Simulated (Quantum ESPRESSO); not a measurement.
**Quick settings and what they miss: Mg6CdSn (Amm2, 8 atoms in the cell)**

Self-consistent single point.

```xyz
8
Lattice="5.0583 0.0000 0.0000 0.0000 3.2858 5.4242 0.0000 -3.2858 5.4242" Properties=species:S:1:pos:R:3 pbc="T T T"
Mg     2.5292    -1.6415     6.3326
Mg     2.5292     1.6415     6.3326
Mg     0.0000    -1.6130     4.5300
Mg     0.0000     1.6130     4.5300
Mg     0.0000     0.0000     7.2050
Mg     0.0000     0.0000     1.8116
Cd     2.5292     0.0000     3.6155
Sn     2.5292     0.0000     9.0366
```

Method: LDA (PZ), GBRV 1.5 ultrasoft (LDA) pseudopotentials (plane waves; Quantum ESPRESSO).

Base settings: ecutwfc = 40 Ry; ecutrho = 200 Ry; occupations = smearing; smearing = marzari-vanderbilt; degauss = 0.0147 Ry; potentials = {Mg: mg_lda_v1.4.uspp.F.UPF, Cd: cd_lda_v1.uspp.F.UPF, Sn: sn_lda_v1.4.uspp.F.UPF}; K_POINTS = automatic 5 4 4 0 0 0; conv_thr = 1e-11 Ry.

Tight run (finer mesh or higher cutoff; not a proven limit): ecutwfc: 40 Ry → 56 Ry; ecutrho: 200 Ry → 280 Ry; conv_thr: 1e-11 Ry → 7.3e-11 Ry; K_POINTS: automatic 5 4 4 0 0 0 → automatic 7 6 6 0 0 0. It gave Fermi level (on the code's own zero) 7.12 eV; pressure -2.85 GPa; largest force (vector length) 0.095 eV/Å.

Quick runs, as changes from the base:
- A: the base itself
- B: ecutwfc: 40 Ry → 24 Ry; ecutrho: 200 Ry → 120 Ry; conv_thr: 1e-11 Ry → 7.3e-05 Ry; K_POINTS: automatic 5 4 4 0 0 0 → automatic 1 1 1 0 0 0
- C: ecutwfc: 40 Ry → 31 Ry; ecutrho: 200 Ry → 248 Ry; smearing: marzari-vanderbilt → gaussian; degauss: 0.0147 Ry → 0.036749 Ry; pseudopotentials: {Mg: mg_lda_v1.4.uspp.F.UPF, Cd: cd_lda_v1.uspp.F.UPF, Sn: sn_lda_v1.4.uspp.F.UPF} → {Mg: Mg.pbe-n-kjpaw_psl.0.3.0.UPF, Cd: Cd.pbe-dn-rrkjus_psl.0.3.1.UPF, Sn: Sn_pbe_v1.uspp.F.UPF}; K_POINTS: automatic 5 4 4 0 0 0 → automatic 4 4 4 0 0 0; input_dft: default → pbesol [PBEsol]
- D: ecutwfc: 40 Ry → 20 Ry; ecutrho: 200 Ry → 100 Ry; degauss: 0.0147 Ry → 0.019992 Ry; conv_thr: 1e-11 Ry → 7.3e-05 Ry; K_POINTS: automatic 5 4 4 0 0 0 → automatic 2 2 2 1 1 1
- E: ecutwfc: 40 Ry → 32 Ry; ecutrho: 200 Ry → 160 Ry; smearing: marzari-vanderbilt → gaussian; K_POINTS: automatic 5 4 4 0 0 0 → automatic 2 2 2 0 0 0

Energies are extrapolated to zero smearing width, which holds to low order in the width alone (under cold and Methfessel-Paxton smearing the free energy itself is taken).

Dashes: pressure of B, D, not trusted under this conv_thr with d or f elements; time of B, D, under 30 s; energy of C, another energy zero.

† marks runs with another functional, U, potentials or spin treatment: their distance from the tight run is not a convergence error alone.

The count of work is k-points × plane waves × bands × iterations; it is no time. Core times come from one kind of shared machine and are given to one figure; runs under 30 s give none.

The starting cell comes from a database of computed structures (which also holds hypothetical and non-ambient phases and stackings), without a prior relaxation at this level. Its lattice was rescaled by a random factor within 2.5 % of one.

```csv
run,energy less tight (meV/atom),pressure less tight (GPa),largest miss in a force vector (eV/Å),count of work / tight,core time / tight (rough)
A,21.7,0.25,0.025,0.24,0.2
B,1199.8,–,0.585,0.0027,–
C†,–,-0.32,0.089,0.086,0.2
D,5221.8,–,0.185,0.0041,–
E,79.7,-3.36,0.111,0.054,0.09
```

Among the runs at the tight run's level, the energy misses run from 21.7 to 5221.8 meV/atom.

Left out of this page: 1 run of the series outside the window shown, repeating another row's setting, or not comparable.
